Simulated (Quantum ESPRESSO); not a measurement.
Short convergence ladders for NbRu3 (P4mm, 4 atoms in the cell)

```
NbRu3
1.0
    3.86568     0.00000     0.00000
    0.00000     3.86568     0.00000
    0.00000     0.00000     3.86568
Nb Ru
1 3
Direct
  0.00000   0.00000   0.01293
  0.00000   0.50000   0.50000
  0.50000   0.00000   0.50000
  0.50000   0.50000   0.00000
```

Base method: LDA (PZ), GBRV 1.5 ultrasoft (LDA) pseudopotentials (plane waves; Quantum ESPRESSO).

Base settings: ecutwfc = 40 Ry; ecutrho = 320 Ry; occupations = smearing; smearing = gaussian; degauss = 0.0073499 Ry; potentials = {Nb: nb_lda_v1.uspp.F.UPF, Ru: ru_lda_v1.2.uspp.F.UPF}; K_POINTS = automatic 4 4 4 0 0 0; conv_thr = 1e-10 Ry.

The count of work is k-points × plane waves × bands × iterations; it is no time. 

**The k-point mesh**

The second cell is the first with its lattice scaled by 0.98.

Only quantities that move along the ladder and can be compared are tabulated.

```csv
K_POINTS,free energy less the last step's (meV/atom),energy of the compressed cell less the first (meV/atom),pressure (GPa),largest difference of a force vector from the last step's (eV/Å),count of work / last
automatic 2 2 2 0 0 0,-53.04,-3.01,-9.62,1.004,0.055
automatic 4 4 4 0 0 0,15.63,7.34,-7.85,0.075,0.16
automatic 5 5 5 0 0 0,14.75,3.66,-8.42,0.017,0.15
automatic 7 7 7 0 0 0,-4.95,2.04,-8.70,0.044,0.34
automatic 9 9 9 0 0 0,4.84,2.76,-8.55,0.015,0.64
automatic 11 11 11 0 0 0,0.00,2.91,-8.59,0.000,1.0
```

Coarsest K_POINTS that holds the energy of the compressed cell less the first within 1 meV/atom of the last step, with all finer ones: automatic 5 5 5 0 0 0, at 0.15 of the last step's count of work; the step before is off by 4.4 meV/atom.

Coarsest K_POINTS that holds the free energy within 2 meV/atom: not settled: the last two steps still differ by 4.8 meV/atom, over half the tolerance, so the ladder does not show it.

Coarsest K_POINTS that holds the forces within 0.02 eV/Å: not settled: the last two steps still differ by 0.015 eV/Å, over half the tolerance, so the ladder does not show it.

Two neighbours can agree and both be off: automatic 4 4 4 0 0 0 and automatic 5 5 5 0 0 0 differ by 0.88 meV/atom in the free energy, yet lie about 15 meV/atom from the last step.

**The k-point mesh at a smearing width of 0.02 eV**

In this ladder: degauss = 0.00147 Ry.

Only quantities that move along the ladder and can be compared are tabulated.

| K_POINTS | free energy less the last step's (meV/atom) | pressure (GPa) | largest difference of a force vector from the last step's (eV/Å) | count of work / last |
|---|---|---|---|---|
| automatic 3 3 3 0 0 0 | -33.09 | -8.99 | 0.206 | 0.022 |
| automatic 5 5 5 0 0 0 | 14.44 | -8.36 | 0.020 | 0.062 |
| automatic 8 8 8 0 0 0 | -4.08 | -8.63 | 0.024 | 0.26 |
| automatic 11 11 11 0 0 0 | -1.25 | -8.61 | 0.027 | 0.41 |
| automatic 14 14 14 0 0 0 | 0.00 | -8.67 | 0.000 | 1.0 |

Coarsest K_POINTS that holds the free energy within 5 meV/atom of the last step, with all finer ones: automatic 8 8 8 0 0 0, at 0.26 of the last step's count of work; the step before is off by 14 meV/atom.

Coarsest K_POINTS that holds the forces within 0.01 eV/Å: not settled: the last two steps still differ by 0.027 eV/Å, over half the tolerance, so the ladder does not show it.

Coarsest K_POINTS that holds the pressure within 0.2 GPa of the last step, with all finer ones: automatic 8 8 8 0 0 0, at 0.26 of the last step's count of work; the step before is off by 0.32 GPa.

**The k-point mesh at a smearing width of 0.3 eV**

In this ladder: degauss = 0.02205 Ry.

Only quantities that move along the ladder and can be compared are tabulated.

```tsv
K_POINTS	free energy less the last step's (meV/atom)	pressure (GPa)	largest difference of a force vector from the last step's (eV/Å)	count of work / last
automatic 3 3 3 0 0 0	-30.92	-9.08	0.134	0.021
automatic 5 5 5 0 0 0	7.53	-8.20	0.011	0.067
automatic 8 8 8 0 0 0	-1.68	-8.30	0.002	0.26
automatic 14 14 14 0 0 0	0.00	-8.27	0.000	1.0
```

Coarsest K_POINTS that holds the free energy within 5 meV/atom of the last step, with all finer ones: automatic 8 8 8 0 0 0, at 0.26 of the last step's count of work; the step before is off by 7.5 meV/atom.

Coarsest K_POINTS that holds the pressure within 0.5 GPa of the last step, with all finer ones: automatic 5 5 5 0 0 0, at 0.067 of the last step's count of work; the step before is off by 0.81 GPa.

Coarsest K_POINTS that holds the forces within 0.02 eV/Å of the last step, with all finer ones: automatic 5 5 5 0 0 0, at 0.067 of the last step's count of work; the step before is off by 0.13 eV/Å.

On the base run: the starting cell comes from a database of computed structures (which also holds hypothetical and non-ambient phases and stackings), without a prior relaxation at this level. Its lattice was rescaled by up to half a per cent. One atom was moved a little off its site on purpose. Spin polarisation is off. In the base run, with a pressure of about -8 GPa the cell is away from its equilibrium volume at this level. Without a gap this mesh is coarse (it stands for a supercell whose shortest vector is 15 Å).
